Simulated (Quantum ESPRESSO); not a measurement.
**Short convergence ladders for IrRh3 (I4mm, 4 atoms in the cell)**

```xyz
4
Lattice="1.9125 -1.9125 3.8309 1.9125 1.9125 3.8309 -1.9125 -1.9125 3.8309" Properties=species:S:1:pos:R:3 pbc="T T T"
Ir     0.0000     0.0000     0.0500
Rh    -1.9125     0.0000     1.9155
Rh     0.0000     1.9125     1.9155
Rh     0.0000     0.0000     3.8309
```

Base method: LDA (PZ), GBRV 1.5 ultrasoft (LDA) pseudopotentials (plane waves; Quantum ESPRESSO 7.5).

Base settings: ecutwfc = 40 Ry; ecutrho = 320 Ry; occupations = smearing; smearing = fermi-dirac; degauss = 0.0073499 Ry; potentials = {Ir: ir_lda_v1.2.uspp.F.UPF, Rh: rh_lda_v1.4.uspp.F.UPF}; K_POINTS = automatic 6 6 6 0 0 0; conv_thr = 1e-10 Ry; mixing_beta = 0.7.

The count of work is k-points × plane waves × bands × iterations; it is no time. Core times come from one kind of shared machine, to one figure; runs under 30 s give none.

**The k-point mesh**

The second cell is the first with its lattice scaled by 0.98.

Only quantities that move along the ladder and can be compared are tabulated.

| K_POINTS | free energy less the last step's (meV/atom) | energy of the compressed cell less the first (meV/atom) | pressure (GPa) | largest difference of a force vector from the last step's (eV/Å) | count of work / last | core time / last (rough) |
|---|---|---|---|---|---|---|
| automatic 2 2 2 0 0 0 | 84.52 | -20.60 | -14.40 | 0.155 | 0.068 | – |
| automatic 4 4 4 0 0 0 | 31.62 | -14.28 | -13.77 | 0.181 | 0.22 | 0.4 |
| automatic 6 6 6 0 0 0 | -3.33 | -20.25 | -14.89 | 0.025 | 0.51 | 0.7 |
| automatic 7 7 7 0 0 0 | 2.75 | -20.09 | -14.87 | 0.009 | 0.68 | 0.8 |
| automatic 8 8 8 0 0 0 | 0.00 | -19.90 | -14.82 | 0.000 | 1.0 | 1 |

Coarsest K_POINTS that holds the energy of the compressed cell less the first within 2 meV/atom of the last step, with all finer ones: automatic 6 6 6 0 0 0; the step before is off by 5.6 meV/atom.

Coarsest K_POINTS that holds the pressure within 0.5 GPa of the last step, with all finer ones: automatic 6 6 6 0 0 0; the step before is off by 1.1 GPa.

Coarsest K_POINTS that holds the forces within 0.02 eV/Å of the last step, with all finer ones: automatic 7 7 7 0 0 0; the step before is off by 0.025 eV/Å.

**Shifted k-point meshes**

Only quantities that move along the ladder and can be compared are tabulated.

| K_POINTS | free energy less the last step's (meV/atom) | pressure (GPa) | largest difference of a force vector from the last step's (eV/Å) | count of work / last | core time / last (rough) |
|---|---|---|---|---|---|
| automatic 2 2 2 1 1 1 | -33.90 | -16.08 | 0.405 | 0.017 | – |
| automatic 4 4 4 1 1 1 | 25.55 | -14.21 | 0.114 | 0.069 | 0.1 |
| automatic 6 6 6 1 1 1 | -3.15 | -15.02 | 0.017 | 0.17 | 0.2 |
| automatic 12 12 12 1 1 1 | 0.00 | -14.87 | 0.000 | 1.0 | 1 |

Coarsest K_POINTS that holds the forces within 0.02 eV/Å: not settled: the last two steps still differ by 0.017 eV/Å, over half the tolerance, so the ladder does not show it.

Coarsest K_POINTS that holds the free energy within 5 meV/atom: not settled: the last two steps still differ by 3.2 meV/atom, over half the tolerance, so the ladder does not show it.

Coarsest K_POINTS that holds the pressure within 0.5 GPa of the last step, with all finer ones: automatic 6 6 6 1 1 1, at 0.17 of the last step's count of work and about 0.2 of the last step's time; the step before is off by 0.66 GPa.

**The SCF threshold**

The mesh stays at the base's, so the ladder's end is converged at best in this setting alone.

Only quantities that move along the ladder and can be compared are tabulated.

| conv_thr | free energy less the last step's (meV/atom) | largest difference of a force vector from the last step's (eV/Å) | count of work / last | core time / last (rough) |
|---|---|---|---|---|
| 0.0073 Ry | 11.34 | 0.031 | 0.41 | 0.5 |
| 7.3e-05 Ry | 0.09 | 0.017 | 0.47 | 0.6 |
| 1e-10 Ry | 0.00 | 0.000 | 0.88 | 1 |
| 7.3e-14 Ry | 0.00 | 0.000 | 1.0 | 1 |

Coarsest conv_thr that holds the forces within 0.005 eV/Å of the last step, with all finer ones: 1e-10 Ry; the step before is off by 0.017 eV/Å.

Coarsest conv_thr that holds the free energy within 5 meV/atom of the last step, with all finer ones: 7.3e-05 Ry; the step before is off by 11 meV/atom.

On the base run: the starting cell comes from a database of computed structures (which also holds hypothetical and non-ambient phases and stackings), without a prior relaxation at this level. Its lattice was rescaled by up to half a per cent. One atom was moved a little off its site on purpose. Spin polarisation is off. In the base run, with a pressure of about -15 GPa the cell is away from its equilibrium volume at this level.
